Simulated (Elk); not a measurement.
Band structure of Tl₃Ga (Fm-3m, 4 atoms in the cell).

```
Tl3Ga
1.0
    0.00000     3.87739     3.87739
    3.87739     0.00000     3.87739
    3.87739     3.87739     0.00000
Tl Ga
3 1
Direct
  0.25000   0.25000   0.25000
  0.75000   0.75000   0.75000
  0.50000   0.50000   0.50000
  0.00000   0.00000   0.00000
```

Computed with Elk 10.2.4 with PBEsol, all-electron FP-LAPW, Elk's shipped species files, APW+lo basis with extra local orbitals.

Settings: xctype = 22; rgkmax = 8; stype = 3; swidth = 0.00499791 Ha; ngridk = 5 5 5; gmaxvr = 18 1/bohr; lmaxapw = 10; lmaxo = 8; nxlo = 2; lorbcnd = true; lradstp = 2; nrmtscf = 2; lmaxi = 4.

The starting cell comes from a database of computed structures (which also holds hypothetical and non-ambient phases and stackings), without a prior relaxation at this level. Spin-orbit coupling is off. Values depend on the basis (sphere radii, cutoffs, local orbitals), which need not be converged.

Levels in eV from the Fermi level, bands 32 to 39:
```csv
point,32,33,34,35,36,37,38,39
Γ,-3.74,-1.40,0.82,0.82,0.82,0.85,0.85,0.85
X,-4.86,-4.45,-2.34,-2.34,3.60,3.75,4.52,4.52
W,-6.08,-5.49,0.17,0.17,0.19,0.19,4.82,4.82
K,-6.02,-4.39,-1.95,-0.13,1.73,1.77,3.47,3.80
L,-3.70,-3.56,-0.07,-0.07,-0.02,-0.02,2.60,2.77
U,-6.02,-4.39,-1.95,-0.13,1.73,1.77,3.47,3.80
```

Bands cross the Fermi level along this path, so the cell is metallic at this level.
